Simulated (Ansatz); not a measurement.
Results of LDA+SOC in Ansatz (PAW) for fluorite PbF₂ (high-temperature phase).

Run with plane-wave cutoff 520 eV, 10×10×10 k mesh, Fermi–Dirac smearing 0.01 eV, PAW data made under PBE.

The cell has the measured lattice: a = 5.9306 Å, b = 5.9306 Å, c = 5.9306 Å, α = 90.00°, β = 90.00°, γ = 90.00°.

### Question
Predict the band gap, smallest direct gap on the k points sampled and Γ–Γ gap.

### Answer

* **band gap**: 3.89 eV (indirect)
* **smallest direct gap on the k points sampled**: 4.04 eV
* **Γ–Γ gap**: 6.81 eV

Note: cell and atoms aren't relaxed at this level (pressure -4.7 GPa).

Ansatz is a quantum-chemistry and plane-wave program.
